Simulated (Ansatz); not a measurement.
The reference is TiB₂ (space group P6/mmm, No. 191; a = 3.025 Å, c = 3.224 Å).

The values are results of plane-wave PAW DFT at the r2SCAN level (Ansatz, an electronic-structure program, 500 eV), no spin-orbit coupling, earlier PAW set, not measurements.

One change was made to it. Results:

The c/a ratio decreases by 0.013, from 1.066 to 1.053; the lattice parameter a decreases by 0.158 bohr, from 5.716 bohr to 5.558 bohr.

Q: Name the change that was made.
A. pressure 9 GPa
B. pressure −1 GPa
C. pressure 60 GPa
D. pressure 30 GPa
E. pressure 1.8 GPa

A: D, pressure 30 GPa. For comparison, the lattice parameter a in the other runs: pressure 1.8 GPa gives 5.705 bohr; pressure 9 GPa gives 5.662 bohr; pressure 60 GPa gives 5.442 bohr; pressure −1 GPa gives 5.723 bohr.

Load acts through the strain it causes; cell and atoms are relaxed under it. Whether these cells are dynamically stable was not tested. No other phases were tried under pressure. All final runs are without spin polarisation.
